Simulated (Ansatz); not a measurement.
Start from BN in the wurtzite structure (space group P6_3mc, No. 186; a = 2.541 Å, c = 4.203 Å). Axes: x lies along a and z along c of the hexagonal cell.

All numbers come from PBEsol in Ansatz (plane waves to 420 eV, PAW, spin-orbit coupling left out).

For the base:

| Item | Value |
|---|---|
| Electron mass | 0.30 mₑ along c, 0.50 mₑ across (at K) |

The change: biaxial strain −1.80 %, plane normal [001], relaxed out of plane (Cartesian); in-plane vectors clamped, the third vector and the atoms free.

**Question.** What happens to the electron mass and out-of-plane strain?

**Answer.** The electron mass changes from 0.30 mₑ along c, 0.50 mₑ across (at K) to 0.30 mₑ out of plane, 0.48 mₑ in plane (at K); the out-of-plane strain amounts to +0.21 %.

The levels and masses belong to the bands next to the band gap. Effective masses come from finite differences of ±0.01 Å⁻¹. Whether these cells are dynamically stable was not tested.

Ansatz is a program for electronic structure.
